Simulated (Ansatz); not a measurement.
## Effect of biaxial strain +0.50 %, plane normal [001], relaxed out of plane on Ta

The reference is Ta in the bcc (W type) structure (space group Im-3m, No. 229; a = 3.254 Å; relaxed with 0.1 eV smearing). Axes: x, y, z lie along the cube axes.

Modification: tensile biaxial strain of 0.50 % in the plane normal to [001], as in epitaxy on a mismatched substrate; the out-of-plane cell vector and the atoms relax.

All numbers come from plane-wave PAW DFT at the LDA level (Ansatz, a quantum-chemistry and plane-wave program, 420 eV), scalar-relativistic without spin-orbit coupling. Settings: 28×28×28 k-points, 0.1 eV Fermi–Dirac smearing.

- Volume per atom = 17.30 Å³ (base 17.23 Å³)
- Space group = I4/mmm (No. 139) (base Im-3m (No. 229))
- Shortest interatomic distance = 2.822 Å (base 2.818 Å)
- Energy relative to the base (free energy F) = +0.7 meV/atom
- Pressure (mean of the normal stresses, compression positive) = -0.9 GPa (base 0.0 GPa)
- Band gap = zero (base zero)
- Out-of-plane strain = -0.58 %
- Mean in-plane stress (compression positive) = -1.3 GPa

Stability against distortions was not tested. All final runs are without spin polarisation.
